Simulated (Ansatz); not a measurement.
Take TiO2 in the anatase structure (space group I4_1/amd, No. 141; a = 3.778 Å, c = 9.584 Å) as the base. Axes: x, y, z lie along a, b, c of the conventional cell.

The values are results of r2SCAN (Ansatz, an electronic-structure program), no spin-orbit coupling, not measurements.

Strains are applied to the cell and any free atomic positions relax.

One change was made to it. Results:

The smallest direct gap shrinks by 0.173 eV, from 2.87 eV to 2.69 eV; the energy grows by 30 meV/atom; the band gap drops by 0.10 eV to 2.43 eV.

**Question.** Which change produced these results?
A. uniaxial strain ε_zz = +4.62 %
B. uniaxial strain ε_xx = +1.37 %
C. uniaxial strain ε_xx = +5.27 %
D. uniaxial strain ε_xx = +3.72 %

**Answer.** C, uniaxial strain ε_xx = +5.27 %. For comparison, the energy relative to the base in the other runs: uniaxial strain ε_xx = +3.72 % gives +16 meV/atom; uniaxial strain ε_xx = +1.37 % gives +2.3 meV/atom; uniaxial strain ε_zz = +4.62 % gives +15 meV/atom.

Stability against distortions was not tested. The final runs are not spin-polarised.
